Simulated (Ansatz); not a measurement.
## KSrH3 (model structure, started from the KMgH3 type, Pm-3m, No. 221, 5 atoms in the cell)

Level of theory: r²SCAN in Ansatz (plane waves, PAW).

Numerical settings: plane-wave cutoff 560 eV, 8×8×8 k mesh, Fermi–Dirac smearing 0.01 eV, scalar-relativistic PAW data made under PBE.

Cell (relaxed with PBEsol):

```xyz
5
Lattice="4.7194 0.0000 0.0000 0.0000 4.7194 0.0000 0.0000 0.0000 4.7194" Properties=species:S:1:pos:R:3 pbc="T T T"
K      0.0000     0.0000     0.0000
Sr     2.3597     2.3597     2.3597
H      2.3597     0.0000     2.3597
H      0.0000     2.3597     2.3597
H      2.3597     2.3597     0.0000
```

- band gap = 3.17 eV
- smallest direct gap on the k points sampled = 3.23 eV
- direct gap at Γ = 7.86 eV

Note: the relaxation could raise the start's symmetry but not lower it, so the cell can be a saddle point; cell and atoms aren't relaxed at this level (pressure 0.6 GPa).

Spin–orbit coupling is not included.

Computed values are for the static lattice.

A model structure was made by putting elements into a prototype or built by hand; it is no filed structure, need not be a known phase, and can be a saddle point held by its symmetry.

Ansatz is a program for electronic structure.
